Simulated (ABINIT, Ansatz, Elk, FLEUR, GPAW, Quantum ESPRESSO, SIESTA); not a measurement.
# One structure in several programs: CoH (Fm-3m, 2 atoms in the cell)

Self-consistent single point, at a second geometry (lattice scaled by 0.98). First geometry:

```yaml
crystal:
  lattice:
    - [0.00000, 1.84296, 1.84296]
    - [1.84296, 0.00000, 1.84296]
    - [1.84296, 1.84296, 0.00000]
  atoms:
    - { symbol: Co, position: [0.00000, 0.00000, 0.00000], spin: 3.0 }
    - { symbol: H, position: [0.50000, 0.50000, 0.50000] }
```
(The spins are starting values, not results.)

Shared settings, as Ansatz (a quantum-chemistry and plane-wave program) writes them: kpoints.mp_grid.grid = 15 15 15; scf.occupations.method = gaussian; scf.occupations.width = 0.2 eV. Potentials and cutoffs stand in the table.

```json
[
 {"code": "GPAW", "model": "PBEsol, GPAW PAW datasets PBEsol (made by gpaw-setup)", "ΔF from the first geometry (meV/atom)": "6.2", "pressure (GPa)": "10.36", "size of the net moment (μB/atom)": "0.55", "cutoff": "800 eV"},
 {"code": "ABINIT", "model": "PBEsol, norm-conserving pseudopotentials (PseudoDojo nc-sr-04 PBEsol standard)", "ΔF from the first geometry (meV/atom)": "0.7", "pressure (GPa)": "7.82", "size of the net moment (μB/atom)": "0.55", "cutoff": "48 Ha"},
 {"code": "FLEUR", "model": "PBEsol, all-electron FLAPW (FLEUR), scalar-relativistic valence", "ΔF from the first geometry (meV/atom)": "–", "pressure (GPa)": "–", "size of the net moment (μB/atom)": "0.55", "cutoff": "Kmax 4.8 1/bohr"},
 {"code": "Ansatz", "model": "PBEsol, default PAW files made with PBE", "ΔF from the first geometry (meV/atom)": "1.2", "pressure (GPa)": "7.81", "size of the net moment (μB/atom)": "0.55", "cutoff": "default"},
 {"code": "Quantum ESPRESSO", "model": "PBEsol, SSSP 1.1.2 efficiency (PBE) pseudopotentials", "ΔF from the first geometry (meV/atom)": "1.4", "pressure (GPa)": "8.00", "size of the net moment (μB/atom)": "0.58", "cutoff": "55 Ry"},
 {"code": "SIESTA", "model": "GGA PBEsol, numerical atomic orbitals DZP, PseudoDojo PBEsol standard norm-conserving potentials (rewritten from UPF to PSML)", "ΔF from the first geometry (meV/atom)": "-9.0", "pressure (GPa)": "3.64", "size of the net moment (μB/atom)": "0.55", "cutoff": "grid 300 Ry"},
 {"code": "Elk", "model": "PBEsol, all-electron FP-LAPW, Elk's shipped species files, default APW+lo basis", "ΔF from the first geometry (meV/atom)": "–", "pressure (GPa)": "–", "size of the net moment (μB/atom)": "0.55", "cutoff": "default"}
]
```

A dash marks a value that a program does not give, or that is left out as unsure.

On Ansatz's run: with one magnetic atom in the cell only a parallel order is possible.

The spread over the programs that give each value: ΔF from the first geometry within 15.2 meV/atom; pressure within 6.72 GPa; size of the net moment within 0.03 μB/atom.

SIESTA uses small atom-centred bases, whose incompleteness enters pressures, forces and empty levels differently from a plane-wave cutoff. FLEUR and Elk treat all electrons, but the usual bases taken here (sphere radii, linearisation, local orbitals, empty states) were not tested for convergence, so the values are no reference for the others. Ansatz's pressure is given at a fixed set of plane waves, as the other plane-wave codes print theirs; with its correction for the finite basis it is 8.17 GPa (the shift of 0.36 GPa shows how far the cutoff is from converged). In the pressure, GPAW (by 2.45) and SIESTA (by 4.26) lie more than 1 GPa from the median of the plane-wave programs.

The starting cell comes from a database of computed structures (which also holds hypothetical and non-ambient phases and stackings), without a prior relaxation at this level. For this run, on top of that: lattice scaled by 0.98.

Keys are those of Ansatz 0.2.
